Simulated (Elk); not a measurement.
## Worked example: self-consistent single point of HfOs3 (Pm-3m, 4 atoms in the cell) in Elk

Method of the run: PBEsol, all-electron FP-LAPW, Elk's shipped species files, APW+lo basis with extra local orbitals in Elk.

Input:

```
tasks
  0

xctype
  22

rgkmax
  7.5

gmaxvr
  16.0

nxlo
  2

lorbcnd
  .true.

rmtscf
  0.89

lmaxi
  2

stype
  1

swidth
  0.00999582

avec
    7.5089401398    0.0000000000    0.0000000000
    0.0000000000    7.5089401398    0.0000000000
    0.0000000000    0.0000000000    7.5089401398

sppath
  'species/'

atoms
  2   : nspecies
  'Hf.in'   : spfname
  1   : natoms; atposl, bfcmt below
  0.0000000000  0.0000000000  0.0000000000    0.0 0.0 0.0
  'Os.in'   : spfname
  3   : natoms; atposl, bfcmt below
  0.5000000000  0.5000000000  0.0000000000    0.0 0.0 0.0
  0.0000000000  0.5000000000  0.5000000000    0.0 0.0 0.0
  0.5000000000  0.0000000000  0.5000000000    0.0 0.0 0.0

ngridk
  5 5 5
```

Output (repeated stretches shortened):

```
│ Elk code version 10.2.4 │

All units are atomic (Hartree, Bohr, etc.)

│ Ground-state run starting from atomic densities │

Lattice vectors :
   7.508940140       0.000000000       0.000000000
   0.000000000       7.508940140       0.000000000
   0.000000000       0.000000000       7.508940140

Unit cell volume      :    423.3854476
Brillouin zone volume :   0.5858732624

Muffin-tin inner radius fraction :   0.1000000000E-01

Nuclei treated as point charges

Species :    1 (Hf)
 parameters loaded from : Hf.in
 name : hafnium
 nuclear charge    :   -72.00000000
 electronic charge :    72.00000000
 atomic mass :    325367.3656
 muffin-tin radius :    2.492000000
 number of radial points in muffin-tin :    697
 atomic positions (lattice), magnetic fields (Cartesian) :
   1 :   0.00000000  0.00000000  0.00000000    0.00000000  0.00000000  0.00000000

Species :    2 (Os)
 parameters loaded from : Os.in
 name : osmium
 nuclear charge    :   -76.00000000
 electronic charge :    76.00000000
 atomic mass :    346768.0765
 muffin-tin radius :    2.492000000
 number of radial points in muffin-tin :    697
 atomic positions (lattice), magnetic fields (Cartesian) :
   1 :   0.50000000  0.50000000  0.00000000    0.00000000  0.00000000  0.00000000
   2 :   0.00000000  0.50000000  0.50000000    0.00000000  0.00000000  0.00000000
   3 :   0.50000000  0.00000000  0.50000000    0.00000000  0.00000000  0.00000000

Total number of atoms per unit cell :    4

Spin treatment :
 spin-unpolarised

Number of Bravais lattice symmetries :   48
Number of crystal symmetries         :   48
Crystal has inversion symmetry
Real symmetric eigensolver will be used

k-point grid :      5     5     5
k-point offset :    0.000000000       0.000000000       0.000000000
k-point set is reduced with full crystal symmetry group
Total number of k-points :       10

Muffin-tin radius times maximum |G+k| :    7.500000000
 using average radius
   [... lines left out ...]
 potential will be trimmed for |G| > 2 gkmax
Constant for pseudocharge density :   10
Radial integration step length :    4

G-vector grid sizes :     40    40    40
Number of G-vectors :    29279

Maximum angular momentum used for
 APW functions                      :    8
 outer part of muffin-tin           :    6
 inner part of muffin-tin           :    2

Total nuclear charge    :   -300.0000000
Total core charge       :    184.0000000
Total valence charge    :    116.0000000
Total excess charge     :    0.000000000
Total electronic charge :    300.0000000

Effective Wigner radius, rₛ :   0.6958388740

Number of empty states         :   16
Total number of valence states :   74
Total number of core states    :  184

Conduction state local-orbitals added automatically
Total number of local-orbitals :  399

Exchange-correlation functional :     22     0     0
 PBEsol, Phys. Rev. Lett. 100, 136406 (2008)
 gradient requirement :    1
 generalised gradient approximation (GGA)

Smearing type :    1
 Methfessel-Paxton order 1, Phys. Rev. B 40, 3616 (1989)
Smearing width :   0.9995820000E-02
Effective electronic temperature (K) :    3156.430308

Mixing type :    3
 Broyden mixing, J. Phys. A: Math. Gen. 17, L317 (1984)

Kohn-Sham potential initialised from atomic data
│ Self-consistent loop started │
│ Loop number : 1 │
 total energy                :     -66921.3957092
│ Loop number : 2 │
 total energy                :     -66922.5847364
RMS change in Kohn-Sham potential (target) :   0.1725224004     (  0.1000000000E-05)
Absolute change in total energy (target)   :    1.189027118     (  0.1000000000E-03)
│ Loop number : 3 │
 total energy                :     -66924.6165682
RMS change in Kohn-Sham potential (target) :   0.1598386687     (  0.1000000000E-05)
Absolute change in total energy (target)   :    2.329088605     (  0.1000000000E-03)
│ Loop number : 4 │
 total energy                :     -66925.2167096
RMS change in Kohn-Sham potential (target) :   0.1494433809     (  0.1000000000E-05)
Absolute change in total energy (target)   :    1.182413531     (  0.1000000000E-03)
│ Loop number : 5 │
 total energy                :     -66925.6738350
RMS change in Kohn-Sham potential (target) :   0.1053700063     (  0.1000000000E-05)
Absolute change in total energy (target)   :   0.7527287763     (  0.1000000000E-03)
   [... lines left out ...]
Absolute change in total energy (target)   :   0.1796923767E-02 (  0.1000000000E-03)
│ Loop number : 14 │
 total energy                :     -66924.6568774
RMS change in Kohn-Sham potential (target) :   0.2828612030E-05 (  0.1000000000E-05)
Absolute change in total energy (target)   :   0.5847590655E-03 (  0.1000000000E-03)
│ Loop number : 15 │
 total energy                :     -66924.6565966
RMS change in Kohn-Sham potential (target) :   0.1662502936E-06 (  0.1000000000E-05)
Absolute change in total energy (target)   :   0.4270141799E-03 (  0.1000000000E-03)
│ Loop number : 16 │
 total energy                :     -66924.6565601
RMS change in Kohn-Sham potential (target) :   0.1161637952E-06 (  0.1000000000E-05)
Absolute change in total energy (target)   :   0.1432315185E-03 (  0.1000000000E-03)
│ Loop number : 17 │
 total energy                :     -66924.6565455
RMS change in Kohn-Sham potential (target) :   0.2607303685E-07 (  0.1000000000E-05)
Absolute change in total energy (target)   :   0.5038193194E-04 (  0.1000000000E-03)
Convergence targets achieved

│ Loop number : 18 │

Energies :
 Fermi                       :     0.486589445012
 sum of eigenvalues          :     -40978.3412459
 electron kinetic            :      75715.2963396
 core electron kinetic       :      72925.5488314
 Coulomb                     :     -141325.801424
 Coulomb potential           :     -114963.081186
 nuclear-nuclear             :     -5376.42861992
 electron-nuclear            :     -156935.664422
 Hartree                     :      20986.2916182
 Madelung                    :     -83844.2608311
 xc potential                :     -1730.55639960
 exchange                    :     -1293.74609369
 correlation                 :     -20.4053723180
 total energy                :     -66924.6565504

Density of states at Fermi energy :    156.5244615
 (states/Hartree/unit cell)

Estimated indirect band gap :   0.7587302008E-03
 from k-point      8 to k-point      6
Estimated direct band gap   :   0.1178884265E-01
 at k-point      4

Charges :
 core                        :    184.0000000
 valence                     :    116.0000000
 interstitial                :    7.125580295
 muffin-tins (core leakage)
  species :    1 (Hf)
   atom    1                 :    69.91098346     (  0.3631440826E-05)
  species :    2 (Os)
   atom    1                 :    74.32114541     (  0.2898533324E-06)
   atom    2                 :    74.32114541     (  0.2898533324E-06)
   atom    3                 :    74.32114541     (  0.2898533324E-06)
 total in muffin-tins        :    292.8744197
 total calculated charge     :    299.9843239
 total charge                :    300.0000000
 error                       :   0.1567607493E-01

│ Self-consistent loop stopped │
```

The run converged in 18 iterations. The count includes the last loop, which Elk runs after its targets are met.

The starting cell comes from a database of computed structures (which also holds hypothetical and non-ambient phases and stackings), without a prior relaxation at this level. Spin-orbit coupling is off. Spin polarisation is off. Values depend on the basis (sphere radii, cutoffs, local orbitals), which need not be converged. The log's line on a gap gives a spacing of levels on this mesh, which the program prints for metals too.
